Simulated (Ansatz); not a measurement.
InP, pressure series

Consider InP in the zinc blende structure (space group F-43m, No. 216; a = 5.907 Å).

Cell and atoms are relaxed at each pressure.

Level of theory: r2SCAN (Ansatz, a quantum-chemistry and plane-wave program), without spin-orbit coupling.

Notes on the quantities. hole mass: degenerate bands, along [100]; enthalpy: H = E + PV relative to the base's energy.

| case | electron mass | hole mass | band gap | width of the top valence band | enthalpy |
|---|---|---|---|---|---|
| base | 0.074 mₑ (at Γ) | 0.073, 0.44, 0.44 mₑ (at Γ) | 1.03 eV | 2.90 eV | – |
| pressure −2 GPa | 0.062 mₑ (at Γ) | 0.062, 0.45, 0.45 mₑ (at Γ) | 0.84 eV | 2.76 eV | -0.33 eV/atom |
| pressure −1 GPa | 0.068 mₑ (at Γ) | 0.067, 0.45, 0.45 mₑ (at Γ) | 0.94 eV | 2.83 eV | -0.16 eV/atom |
| pressure 0.9 GPa | 0.077 mₑ (at Γ) | 0.077, 0.43, 0.43 mₑ (at Γ) | 1.10 eV | 2.95 eV | +0.14 eV/atom |
| pressure 2.1 GPa | 0.083 mₑ (at Γ) | 0.083, 0.42, 0.42 mₑ (at Γ) | 1.20 eV | 3.03 eV | +0.33 eV/atom |
| pressure 4.5 GPa | 0.093 mₑ (at Γ) | 0.092, 0.41, 0.41 mₑ (at Γ) | 1.36 eV | 3.16 eV | +0.70 eV/atom |
| pressure 9 GPa | 0.11 mₑ (at Γ) | 0.11, 0.38, 0.38 mₑ (at Γ) | 1.63 eV | 3.40 eV | +1.37 eV/atom |
| pressure 15 GPa | 1.8 mₑ along k, 0.24 mₑ across (at X) | 0.12, 0.36, 0.36 mₑ (at Γ) | 1.76 eV | 3.67 eV | +2.22 eV/atom |
| pressure 22.5 GPa | 1.8 mₑ along k, 0.24 mₑ across (at X) | 0.14, 0.33, 0.33 mₑ (at Γ) | 1.64 eV | 3.95 eV | +3.22 eV/atom |
| pressure 30 GPa | 1.9 mₑ along k, 0.24 mₑ across (at X) | 0.15, 0.31, 0.31 mₑ (at Γ) | 1.54 eV | 4.20 eV | +4.18 eV/atom |

Load acts through the strain it causes; cell and atoms are relaxed under it. Effective masses come from finite differences of ±0.01 Å⁻¹. Along k means along the line from Γ to the band edge. No phonon test of stability was made. Measured, InP leaves this structure (for rock salt) near 9.8 GPa (temperature not stated; as listed in Datta, Sujoy, Jana, Debnarayan, arXiv (2020)).
